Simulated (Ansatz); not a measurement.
# ZrC under a change: Zr on a C site (antisite), symmetric start

The parent structure is a 16-atom supercell of ZrC in the rock salt structure (space group Fm-3m, No. 225; a = 4.7114 Å) at its relaxed geometry.

Perturbation: a neutral Zr on a C site (antisite), symmetric start, atoms relaxed at fixed cell.

The values are results of Ansatz (a quantum-chemistry and plane-wave program), r2SCAN, PAW, cutoff 500 eV, without spin-orbit coupling, not measurements. Γ-centred 6×6×6 mesh, Fermi–Dirac width 0.05 eV.

| quantity | base | changed | shift |
|---|---|---|---|
| pressure | 0.0 GPa | 18.7 GPa | +18.61 GPa |
| energy gained by relaxation | – | 2.03 eV | – |
| largest displacement of a host atom from its site in the perfect cell | – | 0.17 Å | – |
| mean distance from the defect site to its nearest host atoms | 2.36 Å | 2.52 Å | +0.167 Å |

Final structure:

```xyz
16
Lattice="0.0000 4.7114 4.7114 4.7114 0.0000 4.7114 4.7114 4.7114 0.0000" Properties=species:S:1:pos:R:3 pbc="T T T"
Zr     0.0000     0.0000     0.0000
C      2.3557     2.3557     0.0000
C      2.3557     0.0000     2.3557
C      4.7114     2.3557     2.3557
C      0.0000     2.3557     2.3557
C      2.3557     4.7114     2.3557
C      2.3557     2.3557     4.7114
C      4.7114     4.7114     4.7114
Zr     2.3557     2.3557     2.3557
Zr     4.7114     4.7114     2.5232
Zr     4.7114     2.5232     4.7114
Zr     6.8997     4.7114     4.7114
Zr     2.5232     4.7114     4.7114
Zr     4.7114     6.8997     4.7114
Zr     4.7114     4.7114     6.8997
Zr     7.0672     7.0672     7.0672
```

The cell is small, so the values are those of an ordered compound at a high defect concentration; dilute-limit values will differ. The defect started on the symmetric site and kept its symmetry, so it may sit on a saddle. The final runs are not spin-polarised. The defect cell is not spin-polarised.
